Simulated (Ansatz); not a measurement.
Effect of uniaxial strain ε_zz = +1.50 % on Al2O3

Start from Al2O3 in the corundum structure (space group R-3c, No. 167; a = 4.7738 Å, c = 13.0147 Å (hexagonal axes)). Axes: x lies along a and z along c of the hexagonal cell.

Modification: uniaxial strain ε_zz = +1.50 %, all other strain components held at zero, atoms relaxed at fixed cell.

The values are results of DFT with PBEsol, PAW potentials and a 420 eV plane-wave cutoff in Ansatz (an electronic-structure program), no spin-orbit coupling, not measurements. Γ-centred 8×8×8 mesh, Fermi–Dirac width 0.05 eV.

```csv
quantity,base,changed,shift
volume per atom,8.56 Å³,8.69 Å³,+0.13 Å³
space group,R-3c (No. 167),R-3c (No. 167),–
energy relative to the base (free energy F),0 meV/atom,+2.8 meV/atom,+2.8 meV/atom
band gap,6.03 eV,5.85 eV,-0.18 eV
smallest direct gap,6.03 eV,5.86 eV,-0.17 eV
width of the top valence band,0.63 eV,0.62 eV,-0.01 eV
electron mass,"0.40 mₑ along c, 0.37 mₑ across (at Γ)",0.37 mₑ (at Γ),–
"stress (xx, yy, zz, yz, xz, xy; compression positive)",–,"(-1.64, -1.64, -6.83, 0.00, 0.00, 0.00) GPa",–
```

Final structure:

```
Al2O3
1.0
    2.38689     1.37807     4.40329
   -2.38689     1.37807     4.40329
    0.00000    -2.75614     4.40329
Al O
4 6
Direct
  0.64836   0.64836   0.64836
  0.14836   0.14836   0.14836
  0.35164   0.35164   0.35164
  0.85164   0.85164   0.85164
  0.75000   0.44387   0.05613
  0.05613   0.75000   0.44387
  0.25000   0.55613   0.94387
  0.55613   0.94387   0.25000
  0.94387   0.25000   0.55613
  0.44387   0.05613   0.75000
```

Masses are band curvatures over ±0.01 Å⁻¹ around the edge. Stability against distortions was not tested.
